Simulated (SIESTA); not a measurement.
A self-consistent single point of SrMnPF (P4/nmm, 8 atoms in the cell) with SIESTA.

Method of the run: GGA PBEsol+U, numerical atomic orbitals DZP, PseudoDojo PBEsol standard norm-conserving potentials (rewritten from UPF to PSML) (SIESTA).

```
SrMnPF
1.0
    4.21252     0.00000     0.00000
    0.00000     4.21252     0.00000
    0.00000     0.00000     9.19900
Sr Mn P F
2 2 2 2
Cartesian
  0.00000   2.10626   7.79615
  2.10626   0.00000   1.40285
  2.10626   2.10626   4.59950
  0.00000   0.00000   4.59950
  0.00000   2.10626   3.07771
  2.10626   0.00000   6.12129
  2.10626   2.10626   0.00000
  0.00000   0.00000   0.00000
```
Moments meant for the start (each program seeds them in its own way; μB, in the order of the atoms Sr Sr Mn Mn P P F F): 0.0 0.0 4.0 4.0 0.0 0.0 0.0 0.0.

Reference input (self-consistent single point, DFT, GGA PBEsol+U, numerical atomic orbitals DZP, PseudoDojo PBEsol standard norm-conserving potentials (rewritten from UPF to PSML)): XC.functional = GGA; XC.authors = PBEsol; potentials = PseudoDojo PBEsol standard; PAO.BasisSize = DZP; PAO.EnergyShift = 0.01 Ry; MeshCutoff = 400 Ry; kgrid.MonkhorstPack = 5 5 3; OccupationFunction = FD; ElectronicTemperature = 1160.45 K; Spin = polarized; DM.InitSpin = [1 +0.00, 2 +0.00, 3 +4.00, 4 +4.00, 5 +0.00, 6 +0.00, 7 +0.00, 8 +0.00]; DFTU.ProjectorGenerationMethod = 2. This run's input differs from it in these lines:

```diff
@@ -59,3 +59,3 @@
   n=3 2
-  3.90 0.00
+  7.00 0.00
   0.00 0.00
```

The program printed (abridged):

```
        iscf     Eharris(eV)        E_KS(eV)     FreeEng(eV)     dDmax    Ef(eV) dHmax(eV)
   scf:    1    -9467.339192    -9480.328605    -9480.352004  0.719840 -2.836603 18.233001
     spin moment: {S} , |S| = {        0.0        0.0    9.93345 }     9.93345
   scf:    2    -9492.726653    -9487.016178    -9487.028992  0.070317 -3.258126 11.209590
     spin moment: {S} , |S| = {        0.0        0.0    9.96672 }     9.96672
   scf:    3    -9492.930390    -9490.999601    -9491.019141  0.119247 -3.716422  1.929666
     spin moment: {S} , |S| = {        0.0        0.0    9.93749 }     9.93749
   [... lines left out ...]
     spin moment: {S} , |S| = {        0.0        0.0    9.97499 }     9.97499
hubbard_term: recalculating local occupations   19
hubbard_term: maximum change in local occup.    0.000209
   scf:   25    -9492.034706    -9492.034705    -9492.044918  0.000042 -3.552263  0.000213
     spin moment: {S} , |S| = {        0.0        0.0    9.97499 }     9.97499
hubbard_term: recalculating local occupations   20
hubbard_term: maximum change in local occup.    0.000209
   scf:   26    -9492.034698    -9492.034698    -9492.044910  0.000004 -3.552272  0.000161
     spin moment: {S} , |S| = {        0.0        0.0    9.97499 }     9.97499
SCF Convergence by DM+H criterion
max |DM_out - DM_in|         :     0.0000043195
max |H_out - H_in|      (eV) :     0.0001612315
DFT+U population converged by dTol_pop criteria:
max |pop(DFT+U)_i - pop(DFT+U)_j|:     0.0002086855
SCF cycle converged after 26 iterations

Using DM_out to compute the final energy and forces
hubbard_term: recalculating local occupations   21
hubbard_term: maximum change in local occup.    0.000209
hubbard_term: recalculating Hamiltonian and forces

siesta: E_KS(eV) =            -9492.0367

siesta: E_KS - E_eggbox =     -9492.0367

siesta: Atomic forces (eV/Ang):
     1    0.000000   -0.000000   -0.200470
     2   -0.000000   -0.000000    0.200470
     3    0.000000   -0.000000   -0.000000
     4   -0.000000    0.000000    0.000000
     5    0.000000   -0.000000   -0.269886
   [... lines left out ...]
siesta: FreeEng =     -9492.046955
siesta: Cell volume =        163.239207 Ang**3
siesta:         -17.77908454        -16.27333055  kBar
   [... lines left out ...]
     1     0.819723    9.180277    0.008911  Sr
     2     0.819723    9.180277    0.008911  Sr
     3     0.328219   14.671781    4.987878  Mn
     4     0.328219   14.671781    4.987878  Mn
     5    -0.656903    5.656903   -0.011350  P
     6    -0.656903    5.656903   -0.011350  P
     7    -0.491039    7.491039    0.002057  F
     8    -0.491039    7.491039    0.002057  F
 Total     0.000000                9.974990
```

The run converged in 26 iterations. Against the reference run the free energy goes up by 212 meV/atom, the pressure goes from -3.51 to -1.78 GPa, the largest force goes from 0.237 to 0.270 eV/Å and the size of the net moment hardly changes (1.22 to 1.25 μB/atom).

The starting cell comes from a database of computed structures (which also holds hypothetical and non-ambient phases and stackings), without a prior relaxation at this level. Its lattice was rescaled by a random factor within 2.5 % of one. The magnetic order is the one reached from the typed start; others were not searched systematically. With U or open f shells several self-consistent states can exist. Values carry the incompleteness of an atom-centred basis.

Cost on one core of a shared machine: roughly 3 min.
